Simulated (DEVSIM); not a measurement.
Device: W/Al2O3/n-In0.53Ga0.47As capacitor, at 300 K.

Layer 1 from the left is Al2O3, thickness (nm) 8.60. Layer 2 from the left is In0.53Ga0.47As, thickness (nm) 8100, Nd (cm⁻³) 4.9e15.

Metal gate on the left, work function 4.6 eV. Fixed charge at the semiconductor interface 0 cm⁻² (in units of +e); no interface traps.

The device is made up for the run: typed textbook-type constants, with dimensions and the other settings drawn at random. Values at 300 K.

Al2O3: gap (eV) 6.8, affinity (eV) 1.35, permittivity 9. In0.53Ga0.47As: gap (eV) 0.74, affinity (eV) 4.51, permittivity 13.9, Nc (cm⁻³) 2.1e17, Nv (cm⁻³) 7.7e18.

Simulated with DEVSIM: 1D Poisson equation in equilibrium, Boltzmann statistics, complete ionisation; no quantum confinement or tunnelling. Metal contacts follow the ideal Schottky-Mott rule: no Fermi-level pinning, no interface dipoles.

Problem. What does the simulation give for the minimum of the low-frequency capacitance, the flat-band voltage, the threshold voltage (band bending 2φF)?

Solution. minimum of the low-frequency capacitance 0.0374 μF/cm²; flat-band voltage -0.01 V; threshold voltage (band bending 2φF) -0.49 V.
